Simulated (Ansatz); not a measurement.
## Migration barriers: interstitial Mg in zinc-blende InP, charge state +2

Defect migration in zinc-blende InP: interstitial Mg, charge state +2. All values below come from PBE, PAW (plane waves to 420 eV; Ansatz, a program for electronic structure).

Settings: 64 host sites, the relaxed PBE lattice, one k-point at (0.250, 0.250, 0.250), smearing 0.05 eV, spin-restricted, no image-charge correction. No zero-point or tunnelling terms. PBE gaps are too small, and in this host the defect's levels may merge with the bands. The charge state is imposed; whether it is stable for some Fermi level was not computed. Sites that were not tried may lie lower.

Barriers: single points on a 2×2×2 k-point mesh shifted by half a step at the bands' geometries.

```csv
Route,Start site over the lowest site run (eV),Hop (Å),Forward barrier (eV),Backward barrier (eV),Neighbours at the start,Neighbours at the saddle,Saddle order,"Forward, on the band's own sampling (eV)"
one Mg atom jumps by itself,0.00,2.58,0.91,0.23,"6 In at 3.13; 3 P at 2.56, P at 2.58 Å","3 In at 2.80; 2 P at 2.51, P at 2.52 Å",first order,0.91
```

Paths come from climbing-image nudged elastic band runs.  

The whole set of runs took around 1.9 core-hours (rough).
